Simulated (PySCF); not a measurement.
PySCF 2.14.0, HF/def2-svp, df: In(F) ([F][In]), 2 atoms. The geometry is a generated start, not checked to be a minimum at this level.

```
Property                                             Value
-------------------------  -------------------------------
task                                                energy
method                                                  hf
basis                                             def2-svp
two-electron scheme                        density fitting
mol.max_memory                                     3000 MB
mf.max_cycle                                           100
mf.init_guess                              minao (default)
mf.DIIS                                    CDIIS (default)
mf.diis_space                                  8 (default)
mf.conv_tol                                1e-09 (default)
effective core potentials  those of the basis set, past Kr
basis functions                                         40
```

```xyz
2

In    -0.5135    -0.4723    -0.7318
F      0.5135     0.4723     0.7318
```

One run each on 2 threads, 1 BLAS thread. Values of level_shift (Hartree) tried: 0 (default), 0.1, 0.3, 1.

Q: Which value of level_shift (Hartree) needs the fewest Fock builds, and what happens away from it?

A: Fewest Fock builds, within one of each other: 0 (default) with 11, 0.1 with 12. The count rises to 28 at 1. All converge to one solution.

```csv
level_shift (Hartree),Fock builds,end
0 (default),11,same solution
0.1,12,same solution
0.3,16,same solution
1,28,same solution
```
